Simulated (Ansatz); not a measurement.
# Effect of pressure 1.5 GPa on PbS

The reference is PbS in the rock salt structure (space group Fm-3m, No. 225; a = 5.9027 Å).

Modification: cell and atoms relaxed at a pressure of 1.5 GPa.

Computed with DFT with PBEsol, PAW potentials and a 420 eV plane-wave cutoff in Ansatz (a quantum-chemistry and plane-wave program), no spin-orbit coupling. Settings: 10×10×10 k-points, 0.05 eV Fermi–Dirac smearing.

Volume per atom: 25.10 Å³ (base 25.71 Å³)
Density: 7.91 g/cm³ (base 7.73 g/cm³)
Lattice parameter a: 5.856 Å (base 5.903 Å)
Shortest interatomic distance: 2.928 Å (base 2.951 Å)
Enthalpy H = E + PV relative to the base's energy: +0.24 eV/atom
Band gap: 0.10 eV (uncertain: the edges found look like a band crossing or inverted bands; the base alone) (base 0.19 eV)

With Pb present, leaving out spin-orbit coupling can change the band edges. Load acts through the strain it causes; cell and atoms are relaxed under it. No phonon test of stability was made. The base started in P3_121 and relaxed to Fm-3m at this level. A zero or small gap of PbS can be the functional's error rather than a property of the material.
